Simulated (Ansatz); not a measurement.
An Ansatz (a program for electronic structure) run: Ga2O3 with a change (pressure 22.5 GPa); plane-wave PAW DFT at the PBE level (Ansatz, 420 eV), without spin-orbit coupling.

Input:

Ansatz 0.2 input:
```yaml
crystal:
  lattice:
    - [2.4809636704, 1.432385043, 4.4199894215]
    - [-2.4809636704, 1.432385043, 4.4199894215]
    - [0, -2.8647700859, 4.4199894215]
  atoms:
    - { symbol: Ga, position: [0.3561975925, 0.3561975925, 0.3561975925] }
    - { symbol: Ga, position: [0.1438024075, 0.1438024075, 0.1438024075] }
    - { symbol: Ga, position: [0.6438024075, 0.6438024075, 0.6438024075] }
    - { symbol: Ga, position: [0.8561975925, 0.8561975925, 0.8561975925] }
    - { symbol: O, position: [0.5529986671, 0.9470013329, 0.25] }
    - { symbol: O, position: [0.25, 0.5529986671, 0.9470013329] }
    - { symbol: O, position: [0.9470013329, 0.25, 0.5529986671] }
    - { symbol: O, position: [0.4470013329, 0.0529986671, 0.75] }
    - { symbol: O, position: [0.75, 0.4470013329, 0.0529986671] }
    - { symbol: O, position: [0.0529986671, 0.75, 0.4470013329] }
basis: { ecutwfc: 420, ecutrho_ratio: 4, xc_grid: 2, fft_grid_basis: typed }
kpoints: { mp_grid: { grid: [8, 8, 8] } }
hamiltonian:
  xc: pbe
  dispersion: none
  pseudopotentials: { kind: paw }
scf: { occupations: { method: fermi_dirac, width: 0.05 } }
relax: { f_tol: 0.01, max_steps: 60, cell: { stress_tol: 0.02, p_target: 22.5 } }
output: { forces: true, stress: true }
checkpoint: { write: state.ck, write_every: 1000 }
```

Output (explanatory and most iteration lines left out):

```
Relaxation: its limit of steps is 60 (relax.max_steps)
Pseudopotential: Ga, paw, valence charge 13
Pseudopotential: O, paw, valence charge 6
Crystal: 10 atoms, lattice volume = 94.244 Å³
Basis set: ecut = 420 eV, 1833 PW (Γ), exchange–correlation on 72×72×72 points (8 copies of the dense FFT grid, shifted against one another)
Bands: 54, of which v1, the nominal top of the filled ones, is band 44 counted from 1 (43 counted from 0)
Symmetry: 12 space group operations
Space group: R-3c (ITA 167), of the structure as read, at distance tolerance 4.6e-5 Å
k-points: 65 of 512
Functional: x = pbe(κ = 0.804, μ = 0.2195149727645171), c = pbe(β = 0.06672455060314922)
SCF iter   1: F=—  HF=-18539.533036 eV  |F-HF|=—  |Δ(HF+E_count)|=         —  Δρ=1.10e-3  dr2=3.02e-4  ethr=1.77e-3  ⟨swp⟩=6.1  Hψ=12904  notcnv=0  defer=26
SCF iter   2: F=—  HF=-18539.533431 eV  |F-HF|=—  |Δ(HF+E_count)|=   3.95e-4  Δρ=6.05e-4  dr2=9.36e-5  ethr=3.43e-7  ⟨swp⟩=2.7  Hψ=7589  notcnv=0  defer=109
SCF 1 converged in 6 iterations: F = -18539.533896 eV  dr2 = 8.13e-9
relax step   1: F+E_penalty+E_count = -18539.53389572 eV  Δ(F+E_penalty+E_count) = +0.000e0 eV  max|allowed force component| = 5.407e-4 eV/Å  Δτ_max = 0.0000 Å  P = +14.994 GPa  Ω = 94.244 Å³  (6 SCF iters, dr2 threshold 1.00e-7 eV, accepted)
[... steps on the carried basis left out ...]
relax step   8: F+E_penalty+E_count = -18539.24157831 eV  Δ(F+E_penalty+E_count) = +3.477e-4 eV  max|allowed force component| = 3.882e-4 eV/Å  Δτ_max = 0.0000 Å  P = +22.493 GPa  Ω = 91.735 Å³  stress off target by 9.43e-3 GPa  SCF on the basis re-selected at this cell (its energy is not comparable with the rows above)  (6 SCF iters)
SCF converged after 6 iterations
Free energy (F): -18539.241578 eV
Internal energy: -18539.241578 eV  (E = F + TS)
E sigma→0 (E₀):  -18539.241578 eV
Fermi energy:    11.812893 eV
--- Forces (eV/Å), atoms counted from 1 ---
  atom   1  Ga    -0.00000000    -0.00000000    -0.00038823
  atom   2  Ga     0.00000000     0.00000000     0.00038823
  atom   3  Ga     0.00000000     0.00000000     0.00038823
  atom   4  Ga     0.00000000    -0.00000000    -0.00038823
  atom   5  O     -0.00023253     0.00000000    -0.00000000
  atom   6  O      0.00011627    -0.00020138     0.00000000
  atom   7  O      0.00011627     0.00020138    -0.00000000
  atom   8  O      0.00023253    -0.00000000     0.00000000
  atom   9  O     -0.00011627     0.00020138    -0.00000000
  atom  10  O     -0.00011627    -0.00020138     0.00000000
--- Stress (GPa, compression-positive) ---
       22.493974       0.000000       0.000000
        0.000000      22.493974      -0.000000
       -0.000000      -0.000000      22.490566
  P = ⅓ Tr σ = 22.4928 GPa (224.928 kbar)
--- Relaxed structure (6 steps of the walk, 6 accepted, 2 SCFs on fresh bases) ---
  cell:  # Å, volume = 91.7347 Å³
    - [2.461955144988666, 1.4214104657084645, 4.369007824419973]
    - [-2.461955144988666, 1.4214104657084645, 4.369007824419973]
    - [-3.1399495826754423e-18, -2.842820931367506, 4.369007824436052]
  atoms:
    - { symbol: Ga, position: [0.35641474404186746, 0.35641474404186746, 0.35641474404186746] }
    - { symbol: Ga, position: [0.14358525595813254, 0.14358525595813254, 0.14358525595813254] }
    - { symbol: Ga, position: [0.6435852559581325, 0.6435852559581327, 0.6435852559581327] }
    - { symbol: Ga, position: [0.8564147440418676, 0.8564147440418676, 0.8564147440418676] }
    - { symbol: O, position: [0.5528919702061778, 0.9471080297938226, 0.25000000000000006] }
    - { symbol: O, position: [0.25, 0.5528919702061776, 0.9471080297938224] }
    - { symbol: O, position: [0.9471080297938226, 0.25000000000000017, 0.5528919702061778] }
    - { symbol: O, position: [0.44710802979382247, 0.052891970206177696, 0.7500000000000001] }
    - { symbol: O, position: [0.7500000000000001, 0.44710802979382247, 0.05289197020617781] }
    - { symbol: O, position: [0.052891970206177585, 0.75, 0.44710802979382236] }
```

Load acts through the strain it causes; cell and atoms are relaxed under it. No phonon test of stability was made. No other phases were tried under pressure. The cell was made from Ga$_{2}$O$_{3}$ in the corundum structure (space group R-3c, No. 167) by this change: pressure 22.5 GPa.
